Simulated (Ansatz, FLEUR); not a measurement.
An Ansatz (a first-principles code) input for a self-consistent single point of Be (P6_3/mmc, 2 atoms in the cell) (DFT, LDA (PW92), plane waves, default PAW files made with PBE):

Ansatz 0.2 input:
```yaml
# Be
crystal:
  lattice:
    - [1.145000, -1.983198, 0.000000]
    - [1.145000, 1.983198, 0.000000]
    - [0.000000, 0.000000, 3.580000]
  atoms:
    - { symbol: Be, position_ang: [1.145000, 0.661066, 0.895000] }
    - { symbol: Be, position_ang: [1.145000, -0.661066, 2.685000] }
kpoints:
  mp_grid: { grid: [16, 16, 9] }
hamiltonian:
  xc: lda
  pseudopotentials: { kind: paw }
scf:
  occupations: { method: fermi_dirac, width: 0.1 }
output:
  forces: true
  eigenvalues: true
  stress: true
```

Task: Translate this input to FLEUR.

Result: One input that does it (others would too):

Input of the input generator:

```
Be
&input film=f /
2.1637364102 -3.7477013966 0.0000000000
2.1637364102 3.7477013966 0.0000000000
0.0000000000 0.0000000000 6.7652195262
1.0
1.0 1.0 1.0

2
4 0.3333333333 0.6666666667 0.2500000000
4 0.6666666667 0.3333333333 0.7500000000

&comp jspins=1 /
&exco xctyp='pz' /
&kpt div1=16 div2=16 div3=9 gamma=t /
&end /
```

```xml
<?xml version="1.0" encoding="UTF-8" standalone="no"?>
<fleurInput fleurInputVersion="0.39">
   <comment>
      Be                                                                                                  
   </comment>
   <calculationSetup>
      <cutoffs Kmax="4.1" Gmax="16.4" GmaxXC="16.4" numbands="0"/>
      <scfLoop itmax="60" minDistance="0.00001" maxIterBroyd="99" imix="Anderson" alpha="0.05" precondParam="0.0" spinf="2.0"/>
      <coreElectrons ctail="T" frcor="F" kcrel="0" coretail_lmax="0"/>
      <xcFunctional name="pz" relativisticCorrections="F"/>
      <magnetism jspins="1"/>
      <soc l_soc="F" theta="0.0" phi="0.0" spav="F"/>
      <expertModes spex="0" secvar="F"/>
      <geometryOptimization l_f="T" forcealpha="1.0" forcemix="BFGS" epsdisp="0.00001" epsforce="0.00001"/>
      <ldaU l_linMix="F" mixParam="0.05" spinf="1.0"/>
   </calculationSetup>
   <cell>
      <bzIntegration valenceElectrons="4.0" mode="hist" fermiSmearingEnergy="0.00367493">
         <kPointListSelection listName="default-1"/>
         <!-- k-points included here -->
         <xi:include xmlns:xi="http://www.w3.org/2001/XInclude" href="kpts.xml"> </xi:include>
      </bzIntegration>
      <!-- symmetry operations included here -->
      <xi:include xmlns:xi="http://www.w3.org/2001/XInclude" href="sym.xml"> </xi:include>
      <bulkLattice scale="1.0">
         <bravaisMatrix>
            <row-1>    2.1637364101999998    -3.7477013966000001     0.0000000000000000</row-1>
            <row-2>    2.1637364101999998     3.7477013966000001     0.0000000000000000</row-2>
            <row-3>    0.0000000000000000     0.0000000000000000     6.7652195262000001</row-3>
         </bravaisMatrix>
      </bulkLattice>
   </cell>
   <atomSpecies>
      <species name="Beryllium (Be)" element="Be" atomicNumber="4">
         <mtSphere radius="1.96" gridPoints="677" logIncrement="0.015"/>
         <atomicCutoffs lmax="8" lnonsphr="6"/>
         <electronConfig flipSpins="F">
            <coreConfig>(1s1/2)</coreConfig>
            <valenceConfig>(2s1/2)</valenceConfig>
         </electronConfig>
         <energyParameters s="2" p="2" d="3" f="4"/>
      </species>
   </atomSpecies>
   <atomGroups>
      <atomGroup species="Beryllium (Be)">
         <relPos label="                   1">1.000/3.000 -1.000/3.000 1.000/4.000</relPos>
         <relPos label="                   2">-1.000/3.000 1.000/3.000 -1.000/4.000</relPos>
         <force calculate="T" relaxXYZ="TTT"/>
      </atomGroup>
   </atomGroups>
   <output dos="F" band="F" slice="F">
      <checks vchk="F" cdinf="F"/>
      <bandDOS minEnergy="-.5*Htr" maxEnergy="0.5*Htr" sigma="0.015" storeEVData="T"/>
      <vacuumDOS vacdos="F" integ="F" star="F" nstars="0" locx1="0.0" locy1="0.0" locx2="0.0" locy2="0.0" nstm="0" tworkf="0.0"/>
      <unfoldingBand unfoldBand="F" supercellX="1" supercellY="1" supercellZ="1"/>
      <plotting iplot="0" polar="F">
         <plot TwoD="T" vec1="  1.0  0.0  0.0" vec2="  0.0  1.0  0.0" vec3="  0.0  0.0  1.0" zero="  0.0  0.0  0.0" file="plot"/>
      </plotting>
      <chargeDensitySlicing numkpt="0" minEigenval="0.0" maxEigenval="0.0" nnne="0" pallst="F"/>
      <specialOutput eonly="F"/>
      <magneticCircularDichroism mcd="F" energyLo="-10.0" energyUp="0.0"/>
   </output>
  <!-- We include the file relax.xml here to enable relaxations (see documentation) -->
  <xi:include xmlns:xi="http://www.w3.org/2001/XInclude" href="relax.xml"> <xi:fallback/> </xi:include>
</fleurInput>
```

Basis settings and potentials, where a program has them, do not carry over. This input uses DFT, LDA (Perdew-Zunger), all-electron FLAPW (FLEUR), scalar-relativistic valence. LDA parametrisations can differ slightly between programs.

The starting cell has typed, rounded lattice constants, without a prior relaxation at this level.
